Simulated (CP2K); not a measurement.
Band structure of Ba (Im-3m, 1 atom in the cell).

```xyz
1
Lattice="4.3440 0.0000 0.0000 -1.4480 4.0955 0.0000 -1.4480 -2.0478 3.5468" Properties=species:S:1:pos:R:3 pbc="T T T"
Ba     0.0000     0.0000     0.0000
```

Computed with PBE, GPW, DZVP-MOLOPT-SR-GTH basis, GTH-PBE potentials (GTH_POTENTIALS) (CP2K 2026.2).

Settings: CUTOFF = 500 Ry; REL_CUTOFF = 50 Ry; SMEAR/METHOD = GAUSSIAN; SIGMA = 0.1 eV; KPOINTS/SCHEME = MACDONALD 8 8 8 0.0625 0.0625 0.0625; XC_FUNCTIONAL = PBE; Ba/BASIS_SET = DZVP-MOLOPT-SR-GTH-q10; Ba/POTENTIAL = GTH-PBE-q10; METHOD = GPW; EPS_DEFAULT = 1e-10; EXTRAPOLATION = USE_GUESS; NGRIDS = 5; SCF_GUESS = ATOMIC; EPS_SCF = 1e-07.

The starting cell has typed, rounded lattice constants, without a prior relaxation at this level. Its lattice was rescaled by a random factor within 2.5 % of one. Values carry the incompleteness of an atom-centred basis.

Levels in eV from the Fermi level, bands 2 to 7:
| point | 2 | 3 | 4 | 5 | 6 | 7 |
|---|---|---|---|---|---|---|
| Γ | -14.15 | -14.15 | -14.15 | -3.05 | 2.03 | 2.03 |
| H | -14.47 | -14.47 | -14.47 | -0.10 | -0.10 | 4.49 |
| N | -14.62 | -14.30 | -14.15 | -1.06 | 0.95 | 1.07 |
| P | -14.38 | -14.38 | -14.38 | 0.23 | 0.23 | 0.24 |

Bands cross the Fermi level along this path, so the cell is metallic at this level.

Higher empty bands are left out: an atom-centred basis made for the valence describes them poorly.
